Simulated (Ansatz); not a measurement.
**GaP (model structure, started from the WC type, P-6m2, No. 187, 2 atoms in the cell)**

Method: PBEsol (Ansatz, an electronic-structure program, PAW).

Run with plane-wave cutoff 500 eV, 18×18×12 k mesh (along the axes of the cell as run), Fermi–Dirac smearing 0.05 eV, scalar-relativistic PAW data made under PBE.

Cell (relaxed at this level):

GaP has the hexagonal space group P-6m2 (No. 187), Pearson symbol hP2. Conventional cell: a = b = 3.550 Å, c = 3.121 Å, α = β = 90.00°, γ = 120.00°. Ga on 1a sees 6 P at 2.576 Å (trigonal prismatic). P on 1f is surrounded by 6 Ga at 2.576 Å (trigonal prismatic). (Neighbours: up to the widest gap in distance over summed covalent radii, below 1.35, at either atom; cation-cation and far metal-metal contacts left out.)

```
Quantity  Result
--------  ------
band gap    none
```

Note: the relaxation could raise the start's symmetry but not lower it, so the cell can be a saddle point.

Spin–orbit coupling is not included.

Computed values are for the static lattice.

It cost roughly 60 core-seconds of CPU time.

A model structure was made by putting elements into a prototype or built by hand; it is no filed structure, need not be a known phase, and can be a saddle point held by its symmetry.
